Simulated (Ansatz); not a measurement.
Consider CrPdO2 (space group R-3m, No. 166; a = 2.9158 Å, c = 17.9489 Å (hexagonal axes); ferromagnetic; a model cell, its experimental status unchecked; relaxed with 0.1 eV smearing).

All numbers come from plane-wave PAW DFT at the PBEsol level (Ansatz, a first-principles code, 420 eV), spin-orbit coupling left out.

For the base:

- Pressure: 0.0 GPa
- Magnetic state: ferromagnetic
- Largest site moment: 2.24 μB

Modification: an isotropic linear strain of −2.22 %, atoms relaxed at fixed cell.

Question: What happens to the energy relative to the base, pressure, magnetic state and largest site moment?

Answer: The energy goes up by 34 meV/atom; the pressure (mean of the normal stresses, compression positive) goes from zero to 16.3 GPa; the magnetic state is still ferromagnetic; the largest site moment decreases by 0.074 μB, from 2.24 μB to 2.16 μB.

Stability against distortions was not tested. No Hubbard U is applied and the magnetic state is the run's own (CrPdO2 ferromagnetic); small cells can't hold the antiferromagnetic order that many such compounds have, so gaps and moments can be off.
